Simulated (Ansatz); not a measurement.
A computed series for HfSi2: pressure series

The reference is HfSi2 (space group Cmcm, No. 63; a = 3.6828 Å, b = 14.5980 Å, c = 3.6582 Å).

Cell and atoms are relaxed at each pressure.

Computed with Ansatz (an electronic-structure program) PBE, no spin-orbit coupling.

```csv
pressure (GPa),volume per atom (Å³/atom)
-2,16.657
-1,16.520
0,16.389
3,16.023
15,14.862
30,13.826
50,12.825
75,?
100,11.234
```

### Question
Fit the third-order Birch–Murnaghan form P(V) = (3B₀/2)[(V₀/V)^(7/3) − (V₀/V)^(5/3)]·[1 + (3/4)(B₀′ − 4)((V₀/V)^(2/3) − 1)] (squares taken in P) to the rows shown and predict the withheld row.

### Answer
Least squares on the printed values gives V₀ = 16.390 Å³/atom, B₀ = 126 GPa, B₀′ = 3.9; this predicts 11.921 Å³/atom, and the run gives 11.918 Å³/atom, 0.003 lower.

Load acts through the strain it causes; cell and atoms are relaxed under it. Whether these cells are dynamically stable was not tested. Competing high-pressure phases were not computed. All final runs are without spin polarisation.
